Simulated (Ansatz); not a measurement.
Functionals compared on the (30-31) surface of hcp Sc in its 1x1 cell, outermost plane spacing 0.47 Å in the ideal cut, in Ansatz (plane waves, PAW). The structure was relaxed with PBE; the other rows are single points on it, each with its references at the same level. Cutoff 420 eV (500 eV for r2SCAN).

Set-up: 24 atoms, 10.8 Å thick at the start; mesh 11x3x1; 0.1 eV smearing; dipole correction on; all atoms relaxed; held to the part of the start's symmetry that mesh and held atoms allow; no spin, no spin-orbit, no U. These notes are the PBE run's.

```tsv
functional	surface energy (J/m²)	work function of the top face (eV)	rough cost of the single point
PBE	1.23	3.41	–
LDA	1.37	3.56	about 8 core-minutes (a rough figure)
PBEsol	1.33	3.46	about 7 core-minutes (a rough figure)
RPBE	1.15	3.32	roughly 7 core-minutes
r2SCAN	1.32	3.50	around 14 core-minutes (rough)
```

Ansatz is a program for electronic structure.
